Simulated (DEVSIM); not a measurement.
System: Mo/SiO2/n-Si capacitor, at 250 K.

| layer (left to right) | material | thickness (nm) | Nd (cm⁻³) |
|---|---|---|---|
| 1 | SiO2 | 22.0 | - |
| 2 | Si | 11000 | 2.9e15 |

Metal gate on the left, work function 4.6 eV. Fixed charge at the semiconductor interface 0 cm⁻² (in units of +e); interface traps 1.5e12 cm⁻² eV⁻¹, uniform in energy, neutral level at 0.5 of the gap above the valence band.

This is a model device: material constants are rounded textbook-type values typed into the input, and sizes, dopings and lifetimes were drawn at random. Values at 300 K; Nc and Nv go as T^1.5, mobilities as T to minus their exponent, the gap by Varshni's rule with the affinity fixed.

| parameter | SiO2 | Si |
|---|---|---|
| gap (eV) | 9 | 1.124 |
| affinity (eV) | 0.9 | 4.05 |
| permittivity | 3.9 | 11.7 |
| Nc (cm⁻³) | - | 2.86e19 |
| Nv (cm⁻³) | - | 3.1e19 |
| Varshni α (eV/K) | - | 0.000473 |
| Varshni β (K) | - | 636 |

Model (solved in DEVSIM): 1D Poisson equation in equilibrium, Boltzmann statistics, complete ionisation; no quantum confinement or tunnelling. Metal contacts follow the ideal Schottky-Mott rule: no Fermi-level pinning, no interface dipoles.

The interface trap density was swept, all else fixed.

```csv
interface trap density (cm^-2 eV^-1),minimum of the low-frequency capacitance (μF/cm²),flat-band voltage (V)
0,0.0180,0.36
1e10,0.0193,0.36
1e11,0.0297,0.40
3e11,0.0477,0.47
1e12,0.0839,0.74
1.5e12,0.0979,0.93
2e12,0.107,1.12
```

From the first row to the last the minimum of the low-frequency capacitance goes from 0.0180 to 0.107. From the first row to the last the flat-band voltage goes from 0.36 to 1.12.
